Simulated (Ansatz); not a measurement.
## H on the (0001) surface of wurtzite GaN (2x2 N adatom at H3; a constructed slab, bottom: 3 H on 4 bottom sites), one in a cell of 36 Å², started at the site 'over Ga at depth 1.1 Å'

Host crystal: wurtzite GaN, with a band gap (PBE, scalar-relativistic without spin-orbit coupling).

These are r2SCAN, at the PBE geometry and the start's symmetry (plane waves to 500 eV, PAW; Ansatz, a quantum-chemistry and plane-wave program) values and carry that method's errors.

Model: 45-atom slab, 13.4 Å thick at the start with caps and adatoms under the adsorbate (thin: gaps and levels are the slab's own), 4x4x1 mesh, Fermi-Dirac 0.01 eV, dipole correction, single point; on the structure that PBE left under its start's symmetry; spin-polarised, ending with about 0.1 μB a cell, a value that depends on the mesh; orders that need a larger cell were not tried, no spin-orbit, no U, no dispersion correction. The slab shows no gap over 0.04 eV on its mesh. The program's check for a lower electronic state was not made. It is one chosen start, not shown to be the lowest state of the adsorbate.

| Item | Result |
|---|---|
| adsorption energy against ½ H2(g) at the same level | -34.4 kcal/mol |
| change of the step from the bottom to the top vacuum level, against the clean slab | -1.82 eV |
| height of the binding atom over the mean of the host atoms within 0.3 Å of the top one | 1.024 Å |
| nearest host atoms of the binding atom | N at 1.02 Å, Ga at 2.80 Å, Ga at 2.80 Å |
| caution | the clean host was not checked against rearrangement in a larger or rattled cell |

A negative adsorption energy means that the adsorbate is more stable on the surface than in its reference.
